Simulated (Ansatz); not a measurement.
Consider this model of amorphous silicon oxynitride (Si₃₀O₁₂N₃₂).

```xyz
74
Lattice="9.9188 -0.0218 0.0027 -0.0218 9.8503 -0.2801 0.0027 -0.2801 9.6340" Properties=species:S:1:pos:R:3 pbc="T T T"
Si     3.8384     7.8121     0.1509
Si     3.4189     8.8638     2.3770
Si     6.9854     7.9370     0.1984
Si     8.5563     5.0683     8.4182
Si     7.4586     3.1082     3.8879
Si     4.2637     6.5838     6.9306
Si     0.5383     2.8487     4.8581
Si     6.1279     5.3298     9.1378
Si     5.5097     7.9535     4.8085
Si     0.6981     4.4724     0.3867
Si     7.0305     0.4941     5.7693
Si     2.8438     2.1572     3.3077
Si     7.4111     0.2130     8.1627
Si     7.3636     2.7490     0.5357
Si     5.2789     2.8638     5.3488
Si     9.8642     1.3439    -0.0180
Si     0.5257     7.6348     4.4172
Si     6.6980     5.4677     6.0661
Si     2.8208     4.2106     5.8270
Si     4.2720     3.1400     8.2738
Si     9.2102     9.0942     1.8482
Si     9.7903     3.4439     2.3749
Si     9.4750     5.0183     5.4778
Si     3.3988     6.3865     3.9510
Si     3.7576     4.2466     1.3184
Si     1.3082     0.0686     4.4973
Si     1.9109     6.0568     2.0684
Si     0.2430     0.1539     6.7371
Si     4.4221     1.3836     0.7404
Si     2.2122     5.2894     8.4551
O      6.4793     9.1914     4.4989
O      5.9939     1.8646     0.8189
O      6.1616     0.6669     7.1658
O      0.1991     0.2319     1.1609
O      6.2595     4.2180     4.7528
O      9.3317     6.5313     4.8974
O      6.7996     8.8001     8.6544
O      0.7256     0.5232     8.2677
O      3.8938     1.6418     8.8792
O      4.7343     8.0232     6.2776
O      5.2595     2.9796     6.9545
O      6.5362     6.6690     4.9776
N      4.8641     4.3686    -0.0186
N      5.6376     5.6217     7.3775
N      8.0068     3.0025     2.2404
N      1.1044     4.2797     5.6355
N      0.3404     2.8637     0.7009
N      2.5913     7.6085     1.3877
N      8.4432     0.0559     6.7153
N      2.3601     4.9718     0.4523
N      4.3154     7.8362     3.5842
N      8.2242     1.2621     9.2410
N      4.0833     9.5458     0.8473
N      3.6081     2.9212     4.8028
N      6.6252     1.8819     4.7843
N      1.1241     8.7670     5.5946
N      7.7588     8.4938     1.5776
N      3.1489     6.7702     8.2707
N      7.4335     3.9220     9.2281
N      3.4222     5.2149     2.6825
N      7.6970     6.3273     9.0857
N      0.4037     5.0529     8.5612
N      1.7485     6.7474     3.6935
N      8.9804     3.6705     4.4332
N      0.0861     8.9620     3.3261
N      8.2500     5.0129     6.6711
N      0.3296     5.1232     1.9472
N      2.7351     0.3856     3.5612
N      3.5943     5.7368     5.5395
N      1.1681     2.6587     3.2938
N      5.4158     7.1105     0.2914
N      2.9438     3.9921     7.5355
N      0.7247     1.3381     5.5480
N      3.6670     2.5470     1.8513
```

These are PBE, scalar-relativistic without spin-orbit coupling (plane waves to 420 eV, PAW; Ansatz, a quantum-chemistry and plane-wave program) values and carry that method's errors.

A CHGNet melt-quench gave the starting glass, which DFT then relaxed. O and N atoms were pushed apart under 1.9 Å during the dynamics, to hinder bonds among them. The hot cell started wider than the set density and was brought back towards it in steps. It is the lowest in DFT energy of 2 quenches. It is a model cell: composition and starting density were chosen by hand, and all elements were melted together. No dispersion term was used. Its density started from a set value of 2.44 and ended at 2.62 g/cm³. Cooling (nominally 150 K/ps over its main leg) ran many orders faster than in experiment, which tends to leave more defects and strain. One small periodic cell is one sample of the glass; other quenches scatter about these values. Volume and shape were free in the relaxation.

Neighbours within Si-Si 2.60 Å, Si-O 2.04 Å, Si-N 2.34 Å, O-O 1.58 Å, O-N 1.64 Å, N-N 1.70 Å count as bonded. Two cations that share two anions don't count as bonded, nor two that share one unless they lie closer than Si-Si 2.38 Å.

Q: Give the coordination numbers, mean bond lengths and angles.

A: 
The mean coordination of Si by anions comes out as 4.07 (1 with 3, 26 with 4, 3 with 5) and the mean coordination of O comes out as 2.08 (11 with 2, 1 with 3). The mean coordination of N is 3.03 (1 with 2, 29 with 3, 2 with 4). The mean Si-N bond is 1.766 Å (spread 0.075 Å, 97 counted), the mean Si-O bond is 1.664 Å (spread 0.066 Å, 25 counted) and the bond angle at Si is mean 109.0°, spread 14.6°. The bond angle at O comes out as mean 127.6°, spread 18.0° and the bond angle at N is mean 116.5°, spread 20.8°.

Q: Which atoms depart from the most common coordination of their element?

A: Si8 has 5 (N43 1.83 Å, N71 1.84 Å, N44 1.85 Å, N61 1.86 Å, N59 1.92 Å); Si21 has 3 (N57 1.59 Å, O34 1.63 Å, N65 1.69 Å); Si22 has 5 (N67 1.77 Å, N70 1.78 Å, N47 1.84 Å, N45 1.84 Å, N64 2.22 Å); Si27 has 5 (N63 1.77 Å, N48 1.83 Å, N60 1.84 Å, N67 1.84 Å, N50 2.00 Å); O35 has 3 (Si15 1.78 Å, Si5 1.85 Å, Si18 1.87 Å); N50 has 4 (Si10 1.74 Å, Si30 1.74 Å, Si25 1.80 Å, Si27 2.00 Å); N57 has 2 (Si21 1.59 Å, Si3 1.68 Å); N64 has 4 (Si5 1.71 Å, Si7 1.75 Å, Si23 1.78 Å, Si22 2.22 Å).

Q: List the pairs of like atoms that count as bonded by the rules above.

A: There are none by these rules.

Q: What Bader charges do the atoms carry, from a run on the zone centre alone?

A: Means (range): Si +3.12 e (+2.99 to +3.24), O -1.65 e (-1.67 to -1.62), N -2.30 e (-2.39 to -2.19).
```json
[
 {"atom": "Si1", "charge (e)": "+3.01"},
 {"atom": "Si2", "charge (e)": "+3.03"},
 {"atom": "Si3", "charge (e)": "+3.18"},
 {"atom": "Si4", "charge (e)": "+3.09"},
 {"atom": "Si5", "charge (e)": "+3.06"},
 {"atom": "Si6", "charge (e)": "+3.15"},
 {"atom": "Si7", "charge (e)": "+3.12"},
 {"atom": "Si8", "charge (e)": "+3.06"},
 {"atom": "Si9", "charge (e)": "+3.24"},
 {"atom": "Si10", "charge (e)": "+3.09"},
 {"atom": "Si11", "charge (e)": "+3.17"},
 {"atom": "Si12", "charge (e)": "+3.09"},
 {"atom": "Si13", "charge (e)": "+3.18"},
 {"atom": "Si14", "charge (e)": "+3.13"},
 {"atom": "Si15", "charge (e)": "+3.13"},
 {"atom": "Si16", "charge (e)": "+3.21"},
 {"atom": "Si17", "charge (e)": "+3.17"},
 {"atom": "Si18", "charge (e)": "+3.13"},
 {"atom": "Si19", "charge (e)": "+3.10"},
 {"atom": "Si20", "charge (e)": "+3.18"},
 {"atom": "Si21", "charge (e)": "+2.99"},
 {"atom": "Si22", "charge (e)": "+3.05"},
 {"atom": "Si23", "charge (e)": "+3.16"},
 {"atom": "Si24", "charge (e)": "+3.12"},
 {"atom": "Si25", "charge (e)": "+3.09"},
 {"atom": "Si26", "charge (e)": "+3.06"},
 {"atom": "Si27", "charge (e)": "+3.07"},
 {"atom": "Si28", "charge (e)": "+3.16"},
 {"atom": "Si29", "charge (e)": "+3.18"},
 {"atom": "Si30", "charge (e)": "+3.06"},
 {"atom": "O31", "charge (e)": "-1.65"},
 {"atom": "O32", "charge (e)": "-1.66"},
 {"atom": "O33", "charge (e)": "-1.62"},
 {"atom": "O34", "charge (e)": "-1.66"},
 {"atom": "O35", "charge (e)": "-1.65"},
 {"atom": "O36", "charge (e)": "-1.64"},
 {"atom": "O37", "charge (e)": "-1.67"},
 {"atom": "O38", "charge (e)": "-1.64"},
 {"atom": "O39", "charge (e)": "-1.63"},
 {"atom": "O40", "charge (e)": "-1.64"},
 {"atom": "O41", "charge (e)": "-1.64"},
 {"atom": "O42", "charge (e)": "-1.64"},
 {"atom": "N43", "charge (e)": "-2.30"},
 {"atom": "N44", "charge (e)": "-2.30"},
 {"atom": "N45", "charge (e)": "-2.24"},
 {"atom": "N46", "charge (e)": "-2.34"},
 {"atom": "N47", "charge (e)": "-2.32"},
 {"atom": "N48", "charge (e)": "-2.25"},
 {"atom": "N49", "charge (e)": "-2.31"},
 {"atom": "N50", "charge (e)": "-2.39"},
 {"atom": "N51", "charge (e)": "-2.31"},
 {"atom": "N52", "charge (e)": "-2.35"},
 {"atom": "N53", "charge (e)": "-2.24"},
 {"atom": "N54", "charge (e)": "-2.28"},
 {"atom": "N55", "charge (e)": "-2.30"},
 {"atom": "N56", "charge (e)": "-2.30"},
 {"atom": "N57", "charge (e)": "-2.19"},
 {"atom": "N58", "charge (e)": "-2.29"},
 {"atom": "N59", "charge (e)": "-2.24"},
 {"atom": "N60", "charge (e)": "-2.30"},
 {"atom": "N61", "charge (e)": "-2.32"},
 {"atom": "N62", "charge (e)": "-2.32"},
 {"atom": "N63", "charge (e)": "-2.34"},
 {"atom": "N64", "charge (e)": "-2.35"},
 {"atom": "N65", "charge (e)": "-2.32"},
 {"atom": "N66", "charge (e)": "-2.32"},
 {"atom": "N67", "charge (e)": "-2.28"},
 {"atom": "N68", "charge (e)": "-2.31"},
 {"atom": "N69", "charge (e)": "-2.34"},
 {"atom": "N70", "charge (e)": "-2.34"},
 {"atom": "N71", "charge (e)": "-2.26"},
 {"atom": "N72", "charge (e)": "-2.32"},
 {"atom": "N73", "charge (e)": "-2.34"},
 {"atom": "N74", "charge (e)": "-2.31"}
]
```
